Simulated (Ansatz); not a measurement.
Amorphous Al₃₀O₃₃N₈, 71 atoms at 2.86 g/cm³, one PBE-relaxed geometry, zone centre. Methods: PBE, scalar-relativistic without spin-orbit coupling (Ansatz, a program for electronic structure); r2SCAN, scalar-relativistic without spin-orbit coupling (Ansatz); HSE06, scalar-relativistic without spin-orbit coupling (Ansatz). Plane waves to 420 eV (r2SCAN 500 eV); exact exchange is cut at the cell's faces. At PBE the levels at the filled edge of the gap are localised (band-tail or defect states), and the nearest spread-out levels lie 3.1 eV apart at the zone centre. All rungs ran without spin polarisation.

It comes from a melt-quench run on a machine-learned potential (CHGNet), relaxed afterwards by DFT. O and N atoms were pushed apart under 1.9 Å during the dynamics, to hinder bonds among them. The hot cell started wider than the set density and was brought back towards it in steps. It is the lowest in DFT energy of 2 quenches. It is a model cell: composition and starting density were chosen by hand, and all elements were melted together. No dispersion term was used. A short ab initio anneal came between quench and relaxation. Its density started from a set value of 2.86 and ended at 2.86 g/cm³. The simulated quench (nominally 150 K/ps over its main leg) is rapid and tends to freeze in more defects than a deposited or slowly cooled glass has. A cell of this size samples the disorder only roughly. The volume was held where the preparation left it, at a PBE pressure of 3.9 GPa. Stress components on the final sampling reach 7.7 GPa. Cycles of charging lowered its energy after that relaxation.

The relaxation ran on the zone centre alone. At PBE the level gap is 1.61 eV on a 2×2×2 Γ-centred mesh, and the spacing at the zone centre alone 1.59 eV.

### Question
What zone-centre spacing does r2SCAN give, roughly?

### Answer
2.01 eV (+0.43 eV against PBE).

### Question
What zone-centre spacing does HSE06 give, roughly?

### Answer
2.88 eV (+1.29 eV against PBE).

The highest filled and the lowest empty state spread over these numbers of atoms (participation numbers): PBE: 3.1 and 28.0; r2SCAN: 3.0 and 27.2; HSE06: 3.0 and 27.3.
